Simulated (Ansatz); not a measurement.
AlCdNO (model structure, started from the AlSiCN type, P3m1, No. 156, 4 atoms in the cell), treated with PBEsol+SOC in Ansatz (plane waves, PAW).

Settings: plane-wave cutoff 520 eV, 12×12×6 k mesh (along the axes of the cell as run), Fermi–Dirac smearing 0.01 eV, PAW data made under PBE.

Cell (relaxed with PBEsol):

Space group P3m1 (No. 156); a = b = 3.2163 Å, c = 5.6225 Å, α = β = 90.00°, γ = 120.00°

```tsv
atom	site	symmetry	x	y	z
Al	1b	3m.	0.3333	0.6667	0.4998
Cd	1c	3m.	0.6667	0.3333	0.9761
O	1b	3m.	0.3333	0.6667	0.1820
N	1c	3m.	0.6667	0.3333	0.5921
```

**Question.** Predict the band gap.

**Answer.** 
band gap: 1.31 eV (direct)

Note: the relaxation could raise the start's symmetry but not lower it, so the cell can be a saddle point.

Computing time: roughly 80 core-seconds.

A model structure was made by putting elements into a prototype or built by hand; it is no filed structure, need not be a known phase, and can be a saddle point held by its symmetry.

Ansatz is a quantum-chemistry and plane-wave program.
